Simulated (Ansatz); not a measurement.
**MoS2: pressure 30 GPa**

Base system: MoS2 in the 3R-MoS2 type structure (space group R3m, No. 160; a = 3.175 Å, c = 18.585 Å (hexagonal axes); layered, stacked along the Cartesian z axis).

One thing is altered: a hydrostatic pressure of 30 GPa.

Level of theory: r2SCAN+rVV10 (Ansatz, a program for electronic structure; PAW; 500 eV plane waves; without spin-orbit coupling). k-mesh 12×12×12 (Γ-centred); smearing 0.05 eV (Fermi–Dirac).

- Volume per atom: 13.97 Å³ (base 18.03 Å³)
- Density: 6.34 g/cm³ (base 4.91 g/cm³)
- Lattice parameter a: 3.014 Å (base 3.175 Å)
- c/a ratio: 5.301 (base 5.853)
- Shortest interatomic distance: 2.330 Å (base 2.403 Å)
- Enthalpy H = E + PV relative to the base's energy: +2.89 eV/atom
- Band gap: zero (base 1.02 eV)

Final structure:

```
MoS2
1.0
    1.50716     0.87016     5.32597
   -1.50716     0.87016     5.32597
    0.00000    -1.74032     5.32597
Mo S
1 2
Direct
  0.00021   0.00021   0.00021
  0.76383   0.76383   0.76383
  0.56926   0.56926   0.56926
```

The mesh was chosen for an insulator and is coarse for the gapless case. Load acts through the strain it causes; cell and atoms are relaxed under it. Stability against distortions was not tested. No other phases were tried under pressure. All final runs are without spin polarisation. The zero or small gap of MoS2 under pressure 30 GPa can change with the level of theory.
